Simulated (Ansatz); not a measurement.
The reference is Ge$_{2}$Sb$_{2}$Te$_{5}$ (space group P-3m1, No. 164).

```
CELL_PARAMETERS angstrom
      4.22322     0.00000     0.00000
     -2.11161     3.65742     0.00000
      0.00000     0.00000    16.87082
ATOMIC_POSITIONS crystal
  Te 0.00000 0.00000 0.00000
  Ge 0.66667 0.33333 0.10035
  Ge 0.33333 0.66667 0.89965
  Te 0.33333 0.66667 0.19856
  Te 0.66667 0.33333 0.80144
  Sb 0.00000 0.00000 0.31708
  Sb 0.00000 0.00000 0.68292
  Te 0.66667 0.33333 0.41909
  Te 0.33333 0.66667 0.58091
```

Cartesian axes are those of the cell as printed.

Level of theory: plane-wave PAW DFT at the PBEsol level (Ansatz, a first-principles code, 420 eV), without spin-orbit coupling.

For the base:

| Property | Value |
|---|---|
| Valence-band top at Γ | 0.00, -0.85, -1.13 eV |
| Pressure | 0.00 GPa |
| Smallest direct gap | 0.15 eV |

It is then changed as follows: biaxial strain −0.89 %, plane normal [001], relaxed out of plane (Cartesian); in-plane vectors clamped, the third vector and the atoms free.

Task: How does this affect the valence-band top at Γ?

Result: The valence-band top at Γ (three highest levels, from the VBM) becomes 0.00, -0.88, -1.13 eV (base: 0.00, -0.85, -1.13 eV).

Task: Estimate the effect on the pressure.

Result: The pressure (mean of the normal stresses, compression positive) goes from zero to 0.51 GPa.

Task: Estimate the effect on the smallest direct gap.

Result: The smallest direct gap decreases by 0.02 eV to 0.13 eV.

Spin-orbit coupling, missing from the scalar runs, can matter with Sb and Te. Stability against distortions was not tested. The zero or small gap of Ge2Sb2Te5 can change with the level of theory.
